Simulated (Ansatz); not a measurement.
The starting structures come from a database of crystals and need not be the phases stable at ambient conditions.

Here is the system:

```xyz
16
Lattice="6.4010 0.0000 0.0000 1.6353 6.1886 0.0000 2.3829 -3.0943 4.5002" Properties=species:S:1:pos:R:3 pbc="T T T"
Na     6.0391     2.1859     2.2501
Na     8.3982     4.0027     2.2501
Na     1.1796     0.9084     0.0000
Na     6.8567     5.2803     0.0000
H      2.9422     1.5292     1.9411
H      4.6130    -0.6404     2.5591
H      8.1891     0.6404     2.5591
H      5.0941     4.6594     1.9411
H      4.2765     1.5651     0.3090
H      4.9886     0.6404     4.1912
H      7.8135    -0.6404     4.1912
H      3.7599     4.6235     0.3090
N      8.3684     1.6013     2.2501
N      6.0689     4.5873     2.2501
N      5.2513     1.4930     0.0000
N      2.7850     4.6956     0.0000
```

Space group of this cell: Fddd. The cell is taken as given; by PBEsol its mean pressure is 1.1 GPa.

Transport runs along the normal of the first two printed cell vectors.

No gap correction and no spin-orbit coupling; mid-gap values are interpolated between computed energies.

State the band gap and the smallest decay constant κ at mid-gap according to PBEsol in Ansatz (a first-principles code).

Gap 1.88 eV on a 8×8×8 mesh; κ = 0.218 1/Å, at the zone centre.
